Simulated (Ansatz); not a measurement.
Bi on the N site (Bi_N) in metastable zinc-blende GaN

Level of theory: PBE, PAW (plane waves to 420 eV; Ansatz, a program for electronic structure). The supercell holds 64 host sites (2×2×2 repeats of the unit cell), with a 2×2×2 shifted k-point sampling for the final energies. Site at the start: the N site. Energies of charged states are corrected for periodic images (point charge plus alignment at distant sites). Dielectric constants: PBE linear response of the host. Host gap at this level: 1.54 eV. A cell of this size leaves errors of a few tenths of an eV. The semilocal functional narrows the gap, so deep levels can fall outside it. Spin–orbit coupling is left out, which matters for these heavy elements. Each state is the lowest found from its start.

| charge | moment (μB) | largest move off a lattice site (Å) | image correction with alignment (eV) |
|---|---|---|---|
| +1 | 1.0 | 0.50 | 0.64 |
| 0 | not spin-polarised | 0.45 | 0.00 |
| −1* | 1.0 | 0.46 | – |

* At this level the carrier isn't localised at the defect: at charge −1 electrons occupy the conduction band. Such a state is shallow or no state of the defect, and this cell gives it no level.

Transition levels above the valence-band maximum: ε(+1/0) = 0.75 eV. On the lower envelope of the bound states, inside the gap: (+1/0) at 0.75 eV.
